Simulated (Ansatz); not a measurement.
Functionals compared on SiH3 on the (100) surface of germanium (p(2x2) alternately buckled dimers; a constructed slab, bottom: dihydride, held), one in a cell of 66 Å², started at the site 'hollow Ge-Ge-Ge over Ge at depth 3.0 Å', in Ansatz (plane waves, PAW). The structure was relaxed with PBE; the other rows are single points on it, each with its references at the same level. Cutoff 420 eV (500 eV for r2SCAN).

Model: 44-atom slab, 11.3 Å thick at the start with caps and adatoms under the adsorbate (thin: gaps and levels are the slab's own), 3x3x1 mesh, Fermi-Dirac 0.01 eV, dipole correction, 24 atoms held, the rest relaxed; no symmetry held; spin-polarised, ending with about 0.3 μB a cell, a value that depends on the mesh; orders that need a larger cell were not tried, no spin-orbit, no U, no dispersion correction. The slab shows no gap over 0.04 eV on its mesh. At the end it is bonded to Ge. In PBE it is, or lies within 0.03 eV of, the lowest of the starts that converged. These notes are the PBE run's. r2SCAN: The program's check for a lower electronic state was not made. Adsorption energies are against SiH4(g) − ½ H2(g). A negative adsorption energy means that the adsorbate is more stable on the surface than in its reference.

```json
[
 {"functional": "PBE", "adsorption energy (eV)": "-0.38", "work function of the top face (eV)": "4.95", "rough cost of the single point": "–"},
 {"functional": "RPBE", "adsorption energy (eV)": "-0.24", "work function of the top face (eV)": "4.88", "rough cost of the single point": "very roughly 11 core-minutes"},
 {"functional": "r2SCAN", "adsorption energy (eV)": "?", "work function of the top face (eV)": "?", "rough cost of the single point": "very roughly 22 core-minutes"}
]
```

Problem. Some entries are withheld; supply them.

Solution. 
- r2SCAN, adsorption energy (eV): -0.44
- r2SCAN, work function of the top face (eV): 5.09

Ansatz is a first-principles code.
